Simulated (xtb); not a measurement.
xtb 6.7.1, GFN2-xTB: Pd(Cl)(OH)(en) ([OH][Pd]1([Cl])<-[NH2]CC[NH2]->1), 16 atoms. The geometry is a generated start, not checked to be a minimum at this level.

- run flags: --grad
- method: GFN2-xTB
- --acc: 1 (default)
- --etemp (K): 300 (default)
- basis functions: 49
- valence electrons: 50

```xyz
16

Pd    -1.3622     0.5131     0.0517
Cl    -3.4183    -0.2855     0.2439
O     -2.0040     2.3756     0.0866
H     -2.9644     2.3412     0.1840
C      0.9997    -1.2327    -0.3736
C      1.5205     0.0556     0.2807
N      0.6601     1.1731    -0.1029
N     -0.3975    -1.4463     0.0170
H      1.6455    -2.0766    -0.0894
H      1.0392    -1.1225    -1.4628
H      2.5683     0.2167    -0.0106
H      1.4756    -0.0546     1.3699
H      0.8142     1.4665    -1.0670
H      0.7610     1.9878     0.4995
H     -0.4651    -1.8068     0.9697
H     -0.8726    -2.1046    -0.5967
```

Charge 0 and multiplicity 1 are set for this test and not shown to be the ground state.

One run each on 1 thread. Values of broydamp tried: 0.02, 0.05, 0.1, 0.2, 0.4 (default), 0.6, 0.8, 1.

Task: How does the count of SCC iterations change with broydamp, and where is it least?

Result: Fewest SCC iterations, within one of each other: 0.4 (default) with 14, 0.6 with 14, 0.8 with 14. The count rises to 28 at 0.02. All converge to one solution.

```csv
broydamp,SCC iterations,end
0.02,28,same solution
0.05,24,same solution
0.1,20,same solution
0.2,17,same solution
0.4 (default),14,same solution
0.6,14,same solution
0.8,14,same solution
1,18,same solution
```
